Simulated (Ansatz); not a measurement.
The starting structures come from a database of crystals and need not be the phases stable at ambient conditions.

The decay constant κ of evanescent states in the gap governs leakage through a thin film.

Consider the following.

```
CELL_PARAMETERS angstrom
      4.03698     0.00000     0.00000
     -2.01849     8.38404     0.03834
      2.01849     0.47012     3.46437
ATOMIC_POSITIONS crystal
  In 0.22437 0.33656 0.88781
  In 0.00007 0.00011 0.99996
  Se 0.23030 0.84544 0.38485
  Se 0.66066 0.49099 0.16967
```

Space group of this cell: R3m. The cell was relaxed by PBE-D3(BJ).

Transport runs along the normal of the first two printed cell vectors, the (101) plane of the conventional cell.

The gap is the functional's own, uncorrected, and κ follows it; spin-orbit coupling is left out. Mid-gap values are interpolated between the computed energies.

Task: Compute, with r2SCAN in Ansatz (an electronic-structure program), the band gap and the smallest decay constant κ at mid-gap.

Result: Gap 0.71 eV on a 10×10×10 mesh; κ = 0.097 1/Å, at (0.000, 0.500) of the in-plane reciprocal vectors. At the zone centre, at the nearest computed energy, the slowest state has κ = 0.23 1/Å.
